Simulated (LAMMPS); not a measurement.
LAMMPS 22 Jul 2025, classical MD, Buckingham with full ionic charges: MgO, 5832 atoms.

```
Item                                                                                             Value
-----------------------------------------------  -----------------------------------------------------
task                                                                                           MD, nve
potential                                                           Buckingham with full ionic charges
copies of the repeat unit                                                                        9×9×9
shape (slab and sphere leave vacuum in the box)                                                   bulk
steps                                                                                              200
timestep                                                                                          1 fs
neighbor skin                                                                                      2 Å
neigh_modify                                                                 every 1 delay 0 check yes
thermo                                                                                              50
kspace_style                                                                                      pppm
pair cutoff                                                                                       12 Å
newton                                                                                    on (default)
atom_modify sort (bins of 2 Å where set)                                                1000 (default)
comm_style                                                                             brick (default)
box                                                                               37.9 × 37.9 × 37.9 Å
start                                            generated rock salt lattice, warmed in an untimed run
```

All runs start from one configuration, warmed at this fixed volume for 1000 steps under a thermostat at 2500 K. The reference run has a mean temperature of 2480 K and a mean pressure of 12.4 GPa.

Yardstick: the run with kspace_accuracy = 1e-08, kspace_modify order 7, which is not proven converged either. One run each, on a shared machine, so no times are given.

Settings tried, all else as in the reference:
- kspace_accuracy = 0.1, kspace_modify order 5 diff ik (default)
- kspace_accuracy = 1e-06, kspace_modify order 5 diff ik (default)
- kspace_accuracy = 1e-05, kspace_modify order 5 diff ik (default)
- kspace_accuracy = 0.01, kspace_modify order 5 diff ik (default)
- kspace_accuracy = 0.001, kspace_modify order 5 diff ik (default)
- kspace_accuracy = 0.0001, kspace_modify order 5 diff ik (default)

Problem. Which settings reproduce the reference to 1.0 meV/atom in energy, 10 meV/Å in forces on 48 atoms (largest component)?

Solution. Within it: kspace_accuracy = 1e-06, kspace_modify order 5 diff ik (default); kspace_accuracy = 1e-05, kspace_modify order 5 diff ik (default); kspace_accuracy = 0.0001, kspace_modify order 5 diff ik (default); kspace_accuracy = 0.001, kspace_modify order 5 diff ik (default). Outside: kspace_accuracy = 0.01, kspace_modify order 5 diff ik (default); kspace_accuracy = 0.1, kspace_modify order 5 diff ik (default).

| setting | k-space grid | energy against the reference | difference in forces on 48 atoms (largest component) |
|---|---|---|---|
| the reference | 90×90×90 | — | — |
| kspace_accuracy = 1e-06, kspace_modify order 5 diff ik (default) | 75×75×75 | +0.0011 meV/atom | 0.017 meV/Å |
| kspace_accuracy = 1e-05, kspace_modify order 5 diff ik (default) | 45×45×45 | +0.0074 meV/atom | 0.12 meV/Å |
| kspace_accuracy = 0.0001, kspace_modify order 5 diff ik (default) | 27×27×27 | +0.030 meV/atom | 1.0 meV/Å |
| kspace_accuracy = 0.001, kspace_modify order 5 diff ik (default) | 18×18×18 | −0.14 meV/atom | 4.5 meV/Å |
| kspace_accuracy = 0.01, kspace_modify order 5 diff ik (default) | 10×10×10 | −10 meV/atom | 48 meV/Å |
| kspace_accuracy = 0.1, kspace_modify order 5 diff ik (default) | 5×5×5 | −280 meV/atom | 480 meV/Å |

Total energies are compared; such shifts often cancel in part in energy differences. Energies and forces are those of the first step; by LAMMPS's own estimate the reference reaches a relative force accuracy of 7e-07. The tolerance is a choice made for this comparison.
